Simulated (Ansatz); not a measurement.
## Tl2Se (model structure, started from the CdI2 type, P-3m1, No. 164, 3 atoms in the cell)

Level of theory: HSE06+SOC in Ansatz (PAW).

Numerical settings: plane-wave cutoff 460 eV, 6×6×4 k mesh (along the axes of the cell as run), Fermi–Dirac smearing 0.01 eV, PAW data made under PBE.

Cell (relaxed with PBE-D3(BJ)):

```cif
data_SeTl2
_chemical_formula_sum 'Se1 Tl2'
_space_group_name_H-M_alt 'P 1'
_space_group_IT_number 1
_cell_length_a 4.51988
_cell_length_b 4.51988
_cell_length_c 6.50254
_cell_angle_alpha 90.000
_cell_angle_beta 90.000
_cell_angle_gamma 120.000
loop_
_space_group_symop_operation_xyz
  'x, y, z'
loop_
_atom_site_label
_atom_site_type_symbol
_atom_site_fract_x
_atom_site_fract_y
_atom_site_fract_z
_atom_site_occupancy
Se1 Se 0.00000 0.00000 0.00000 1
Tl1 Tl 0.33333 0.66667 0.26360 1
Tl2 Tl 0.66667 0.33333 0.73640 1
```

| Quantity | Value |
|---|---|
| band gap | 0.43 eV (on the SCF k mesh) (indirect) |
| smallest direct gap on the k points sampled | 0.54 eV |

Note: the relaxation could raise the start's symmetry but not lower it, so the cell can be a saddle point; cell and atoms aren't relaxed at this level (largest force component 0.28 eV/Å, pressure -1.7 GPa).

Computing time: very roughly 17 core-minutes.

A model structure was made by putting elements into a prototype or built by hand; it is no filed structure, need not be a known phase, and can be a saddle point held by its symmetry.

Ansatz is a quantum-chemistry and plane-wave program.
